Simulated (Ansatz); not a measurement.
A relaxation of cell and atoms of LaPt5 (P6/mmm, 6 atoms in the cell) with Ansatz (a quantum-chemistry and plane-wave program).

Computed with LDA (PW92), PAW files made with PBE (plane waves; Ansatz).

```
CELL_PARAMETERS angstrom
      5.42855     0.00000     0.00000
     -2.71428     4.70126     0.00000
      0.00000     0.00000     4.39333
ATOMIC_POSITIONS crystal
  La 0.00000 0.00000 0.00000
  Pt 0.33333 0.66667 0.00000
  Pt 0.66667 0.33333 0.00000
  Pt 0.50000 0.00000 0.50000
  Pt 0.50000 0.50000 0.50000
  Pt 0.00000 0.50000 0.50000
```

Reference input (self-consistent single point, DFT, LDA (PW92), plane waves, PAW files made with PBE): kpoints.mp_grid.grid = 6 6 7; hamiltonian.xc = lda; hamiltonian.pseudopotentials = {kind: paw} (the program's default PAW files); scf.occupations.method = gaussian; scf.occupations.width = 0.0073 Ry. This run's input differs from it in these lines:

```diff
@@ -20,2 +20,4 @@
   occupations: { method: gaussian, width: 0.0073 Ry }
+relax:
+  cell: {}
 output:
```

The program printed (abridged):

```
   [... SCF lines of the steps left out ...]
relax step   1: F+E_penalty+E_count = -67312.00105242 eV  Δ(F+E_penalty+E_count) = +0.000e0 eV  max|allowed force component| = 5.011e-17 eV/Å  Δτ_max = 0.0000 Å  P = -8.196 GPa  Ω = 112.122 Å³  (13 SCF iters, dr2 threshold 1.00e-7 eV, accepted)
relax step   2: F+E_penalty+E_count = -67311.63324526 eV  Δ(F+E_penalty+E_count) = +3.678e-1 eV  max|allowed force component| = 7.787e-17 eV/Å  Δτ_max = 0.0000 Å  P = +20.956 GPa  Ω = 99.362 Å³  energy of the carried Pulay correction = +3.238e-3 eV  [...]
   [... lines left out ...]
relax step   4: F+E_penalty+E_count = -67312.12455061 eV  Δ(F+E_penalty+E_count) = -3.175e-3 eV  max|allowed force component| = 4.472e-17 eV/Å  Δτ_max = 0.0000 Å  P = -0.019 GPa  Ω = 107.557 Å³  energy of the carried Pulay correction = +1.121e-3 eV  [...]
relax step   5: F+E_penalty+E_count = -67312.12321861 eV  Δ(F+E_penalty+E_count) = +1.332e-3 eV  max|allowed force component| = 7.170e-17 eV/Å  Δτ_max = 0.0000 Å  P = -0.007 GPa  Ω = 107.557 Å³  stress off target by 1.40e-2 GPa  SCF on the basis [...]
basis re-selected at this cell: Δ(F+E_penalty+E_count) = +1.332e-3 eV, ΔP = +0.013 GPa vs the last step
the relaxation is at rest under the 24 symmetry operations that the run kept from its start: a minimum is not shown …
Free energy (F): -67312.123219 eV
Internal energy: -67312.101934 eV  (E = F + TS)
E sigma→0 (E₀):  -67312.112577 eV
Entropy (-TS):   -0.021284 eV (-3.547 meV/atom)
Fermi energy:    19.827740 eV
--- Forces (eV/Å), atoms counted from 1 ---
  atom   1  La     0.00000000    -0.00000000     0.00000000
   [... zero for the other atoms too ...]
   [... lines left out ...]
  cell:  # Å, volume = 107.5572 Å³
   [... lines left out ...]
  atoms:
    - { symbol: La, position: [-1.3067719314381775e-36, -9.601460646949334e-37, 0.0] }
    - { symbol: Pt, position: [0.3333333333333333, 0.6666666666666666, 0.0] }
    - { symbol: Pt, position: [0.6666666666666666, 0.3333333333333333, 0.0] }
    - { symbol: Pt, position: [0.49999999999999994, -1.3868776490037923e-36, 0.5] }
    - { symbol: Pt, position: [0.5, 0.5, 0.5] }
    - { symbol: Pt, position: [2.7755575615628914e-17, 0.5, 0.5] }
```

The run converged.  The full log also holds: “iter 5 did not close the SCF: its close was put off for the readings that it lacked (scf_convergence_deferred on its scf_iter line)”.

Summary of the result:
- Free energy E − TS (on the zero of these files) = -67312.1232 eV
- Fermi level (on the code's own zero) = 19.83 eV
- Pressure = -0.01 GPa
- Final cell = a = b = 5.356 Å, c = 4.330 Å, α = β = 90.00°, γ = 120.00°
- Final volume per atom = 17.93 Å³
- Relaxation steps = 5

The starting cell comes from a database of computed structures (which also holds hypothetical and non-ambient phases and stackings), without a prior relaxation at this level. Spin polarisation is off. The relaxation keeps the symmetry of its start, so its end need not be a minimum. Ansatz's pressure includes its estimate of the finite-basis (Pulay) stress.

Cost on one core of a shared machine: roughly 70 s.

Keys are those of Ansatz 0.2.
